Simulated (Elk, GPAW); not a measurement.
An Elk input for a self-consistent single point of Sr₂SeS (R-3m, 4 atoms in the cell) (DFT, PBEsol, all-electron FP-LAPW, Elk's shipped species files, default APW+lo basis):

```
tasks
  0

xctype
  22

swidth
  0.00183747

maxscl
  100

scale
  1.889726125

avec
    2.2060350857    1.2736549505    7.2133370000
   -2.2060350857    1.2736549505    7.2133370000
    0.0000000000   -2.5473099011    7.2133370000

sppath
  './'

atoms
  3
  'Sr.in'
  2
  0.2471800000  0.2471800000  0.2471800000    0.0 0.0 0.0
  0.7528200000  0.7528200000  0.7528200000    0.0 0.0 0.0
  'Se.in'
  1
  0.0000000000  0.0000000000  0.0000000000    0.0 0.0 0.0
  'S.in'
  1
  0.5000000000  0.5000000000  0.5000000000    0.0 0.0 0.0

ngridk
  5 5 5
```

Problem. Give the GPAW input for the same structure, mesh, smearing and functional.

Solution. This is the input that was run; spellings and numerical settings could be chosen otherwise.

```python
from ase import Atoms
from ase.units import GPa
from gpaw import GPAW, PW, FermiDirac

atoms = Atoms(['Sr', 'Sr', 'Se', 'S'],
              cell=[[2.206035, 1.273655, 7.213337],
                    [-2.206035, 1.273655, 7.213337],
                    [0.000000, -2.547310, 7.213337]],
              scaled_positions=[[0.247180, 0.247180, 0.247180],
                                [0.752820, 0.752820, 0.752820],
                                [0.000000, 0.000000, 0.000000],
                                [0.500000, 0.500000, 0.500000]],
              pbc=True)

calc = GPAW(mode=PW(550),
            xc='PBEsol',
            kpts=(5, 5, 5),
            occupations=FermiDirac(0.05),
            nbands=-8,
            convergence={'forces': 0.001, 'bands': -6},
            symmetry={'symmorphic': False, 'tolerance': 0.0005},
            maxiter=100,
            txt='-')

atoms.calc = calc

energy = atoms.get_potential_energy()
print('Energy (eV):', round(energy, 6))
forces = atoms.get_forces()
print('Forces (eV/Ang):')
print(forces.round(5))
stress = atoms.get_stress()
print('Stress (GPa, Voigt):', (stress / GPa).round(4))
```

Basis, cutoffs, solver keys and any potentials are the target program's own. This input uses DFT PBEsol, plane waves, GPAW PAW datasets PBEsol (made by gpaw-setup). Both were run: gap on the mesh 2.418 eV in Elk and 2.396 in GPAW.

On Elk: the starting cell comes from a database of computed structures (which also holds hypothetical and non-ambient phases and stackings), without a prior relaxation at this level. Its lattice was rescaled by a random factor within 2.5 % of one. Values depend on the basis (sphere radii, cutoffs, local orbitals), which need not be converged. Another mesh or the band path of this cell gives a smaller gap, so this value is not converged in the mesh.

On GPAW: the starting cell comes from a database of computed structures (which also holds hypothetical and non-ambient phases and stackings), without a prior relaxation at this level. Its lattice was rescaled by a random factor within 2.5 % of one. With a pressure of about -3 GPa the cell is away from its equilibrium volume at this level. Another mesh or the band path of this cell gives a smaller gap, so this value is not converged in the mesh.
